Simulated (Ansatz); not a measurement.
## PdF₄ (space group Fdd2, No. 43)

```xyz
10
Lattice="0.0000 4.6551 2.9733 4.6083 0.0000 2.9733 4.6083 4.6551 0.0000" Properties=species:S:1:pos:R:3 pbc="T T T"
Pd     4.6083     4.6551     4.3896
Pd     6.9125     6.9827     5.8762
F      7.8979     6.0742     4.6101
F      5.9270     7.8912     4.6101
F      3.6228     3.7466     3.1235
F      5.5938     5.5636     3.1235
F      0.9774     5.5567     2.9385
F      8.2393     3.7535     2.9385
F      1.3268     3.2291     1.4519
F      3.2815     1.4260     1.4519
```

Calculations: PBEsol (Ansatz, a program for electronic structure), without spin-orbit coupling. Settings: 8×8×8 k-points, 0.05 eV Fermi–Dirac smearing.

```json
{
  "volume_per_atom": "12.76 Å³",
  "density": "4.75 g/cm³",
  "band_gap": "0.84 eV, indirect, Γ → k = (3/8, 3/8, 0) in the run's primitive reciprocal basis",
  "total_energy": "-2020.638 eV/atom (σ→0; compares only within this code and set-up)"
}
```

Stability against distortions was not tested.
